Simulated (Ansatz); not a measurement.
Start from NiSi2 (space group Fm-3m, No. 225; a = 5.3859 Å; not spin-polarised; relaxed with 0.1 eV smearing). Axes: x, y, z lie along the cube axes.

All numbers come from r2SCAN in Ansatz (plane waves to 500 eV, PAW, no spin-orbit coupling).

Before the change:

| Item | Result |
|---|---|
| Shortest interatomic distance | 233.2 pm |

Perturbation: compressive biaxial strain of 1.06 % in the plane normal to [110], as in epitaxy on a mismatched substrate; the out-of-plane cell vector and the atoms relax.

**Question.** Predict the new in-plane stress.

**Answer.** The mean in-plane stress (compression positive) is +3.0 GPa.

**Question.** How does this affect the out-of-plane strain?

**Answer.** The out-of-plane strain is +0.95 %.

**Question.** Predict the new shortest interatomic distance.

**Answer.** The shortest interatomic distance shrinks by 1.7 pm to 231.5 pm.

No phonon test of stability was made. Seeded moments were not kept for the base. The final runs are not spin-polarised.

Ansatz is a first-principles code.
